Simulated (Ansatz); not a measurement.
MgS under a change: biaxial strain −4.72 %, plane normal [001], relaxed out of plane

Take MgS in the rock salt structure (space group Fm-3m, No. 225; a = 5.203 Å) as the base. Axes: x, y, z lie along the cube axes.

One thing is altered: biaxial strain −4.72 %, plane normal [001], relaxed out of plane (Cartesian); in-plane vectors clamped, the third vector and the atoms free.

Calculations: r2SCAN/PAW in Ansatz (an electronic-structure program), no spin-orbit coupling. k-mesh 11×11×11 (Γ-centred); smearing 0.05 eV (Fermi–Dirac).

* **Energy relative to the base (free energy F)**: +51 meV/atom
* **Pressure (mean of the normal stresses, compression positive)**: 7.28 GPa (base 0.00 GPa)
* **Band gap**: 3.32 eV (base 3.46 eV)
* **Gap character**: indirect, Γ → X
* **Smallest direct gap**: 5.03 eV (base 4.64 eV)
* **Electron mass**: 0.50 mₑ along k, 0.32 mₑ across (at X) (base 0.53 mₑ along k, 0.31 mₑ across (at X))
* **Valence-band top at Γ (three highest levels, from the VBM)**: 0.00, -0.27, -0.27 eV (base 0.00, 0.00, 0.00 eV)
* **Valley order (the lowest conduction-band minima on the path, energy above the VBM, named in the base's zone)**: X along [100] 3.32 eV; X along [001] 3.85 eV (base X along ⟨100⟩ 3.46 eV; Γ 4.64 eV)
* **Out-of-plane strain**: +3.02 %
* **Ratio −ε⊥/ε∥**: 0.64
* **Mean in-plane stress (compression positive)**: +10.9 GPa

Final structure (turned so that z lies along the plane normal):

```xyz
2
Lattice="3.5055 0.0000 0.0000 0.0000 3.5055 0.0000 1.7528 -1.7528 2.6800" Properties=species:S:1:pos:R:3 pbc="T T T"
S      0.0000     0.0000     0.0000
Mg     3.5055     0.0000     2.6800
```

Effective masses come from finite differences of ±0.01 Å⁻¹. Along k means along the line from Γ to the band edge. Stability against distortions was not tested. k-point labels follow each cell's own Brillouin zone.
